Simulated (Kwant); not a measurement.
Model system: In0.53Ga0.47As/In0.52Al0.48As stack with 3 barriers. One parabolic valley. Leads of mass 0.041 mₑ with the band edge at 0; grid 0.1 nm; bias swept from 0.0208 to 0.43967 V, dropping linearly over the stack. Emitter Fermi level 0.062 eV, 77 K, equal in the collector.

| layer | thickness (nm) | band offset (eV) | mass (mₑ) |
|---|---|---|---|
| 1 | 1.4 | 0.52 | 0.075 |
| 2 | 8.1 | 0 | 0.041 |
| 3 | 1.4 | 0.52 | 0.075 |
| 4 | 8.1 | 0 | 0.041 |
| 5 | 1.4 | 0.52 | 0.075 |

Constants are typed, rounded textbook-type inputs, not results; the design itself was drawn at random and stands for no fabricated device.

Kwant, one-band effective-mass tight-binding model in one dimension, coherent, no space charge, current by the Tsu-Esaki formula.

Sweep values stay those of the base run.

The Fermi level in the emitter was swept, all else fixed.

| Fermi level in the emitter (eV) | J (A/cm²) at bias = 0.1255 V |
|---|---|
| 0.031 | 8910 |
| 0.046 | 29900 |
| 0.062 | 60400 |
| 0.093 | 124000 |

From the first row to the last the J at bias = 0.1255 V goes from 8910 to 124000.
